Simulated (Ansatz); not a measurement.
The parent structure is a 24-atom supercell of TiAl (space group P4/mmm, No. 123; a = 2.7973 Å, c = 4.0323 Å) at its relaxed geometry.

Computed with DFT with PBEsol, PAW potentials and a 420 eV plane-wave cutoff in Ansatz (a first-principles code), without spin-orbit coupling.

Before the change:

```
Quantity   Result
--------  -------
Pressure  0.0 GPa
```

It is then changed as follows: a neutral Li interstitial (started 1.72 Å from the nearest host atom), atoms relaxed at fixed cell, starting from a slightly rattled geometry.

Problem. What does the calculation give for the final site of the added atom and pressure after the change?

Solution. The final site of the added atom is 4 Al at 2.16–2.20 Å and 2 Ti at 2.29 Å (octahedral); the pressure goes from zero to 4.2 GPa.

In so small a cell the defect repeats every few ångströms: this is an ordered compound, not a dilute defect. The final runs are not spin-polarised. The defect cell is not spin-polarised.
